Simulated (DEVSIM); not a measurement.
Device: Cr/SiO2/p-Si capacitor, at 300 K.

| layer (left to right) | material | thickness (nm) | Na (cm⁻³) |
|---|---|---|---|
| 1 | SiO2 | 51.0 | - |
| 2 | Si | 1700 | 1.1e17 |

Metal gate on the left, work function 4.5 eV. Fixed charge at the semiconductor interface 1.3e12 cm⁻² (in units of +e); interface traps 5.9e10 cm⁻² eV⁻¹, uniform in energy, neutral level at 0.3 of the gap above the valence band.

Constants are typed, rounded textbook-type inputs, not results; the design itself was drawn at random and stands for no fabricated device. Values at 300 K; Nc and Nv go as T^1.5, mobilities as T to minus their exponent, the gap by Varshni's rule with the affinity fixed.

| parameter | SiO2 | Si |
|---|---|---|
| gap (eV) | 9 | 1.124 |
| affinity (eV) | 0.9 | 4.05 |
| permittivity | 3.9 | 11.7 |
| Nc (cm⁻³) | - | 2.86e19 |
| Nv (cm⁻³) | - | 3.1e19 |
| Varshni α (eV/K) | - | 0.000473 |
| Varshni β (K) | - | 636 |

DEVSIM, 1D Poisson equation in equilibrium, Boltzmann statistics, complete ionisation; no quantum confinement or tunnelling. Metal contacts follow the ideal Schottky-Mott rule: no Fermi-level pinning, no interface dipoles.

Base results: flat-band voltage (V) -3.63; minimum of the low-frequency capacitance (μF/cm²) 0.0441.

What follows from this one change: fixed charge 1.3e+12 → 1.03e+12 cm^-2?

flat-band voltage -3.63 → -2.99 V; minimum of the low-frequency capacitance little changed (0.0440 μF/cm²).

What follows from this one change: substrate doping 1.1e+17 → 2.2e+16 cm^-3?

flat-band voltage -3.63 → -3.58 V; minimum of the low-frequency capacitance 0.0441 → 0.0338 μF/cm².

What follows from this one change: interface trap density 5.9e+10 → 3e+11 cm^-2 eV^-1?

flat-band voltage -3.63 → -3.74 V; minimum of the low-frequency capacitance 0.0441 → 0.0481 μF/cm².

What follows from this one change: temperature 300 → 250 K?

flat-band voltage -3.63 → -3.68 V; minimum of the low-frequency capacitance 0.0441 → 0.0431 μF/cm².
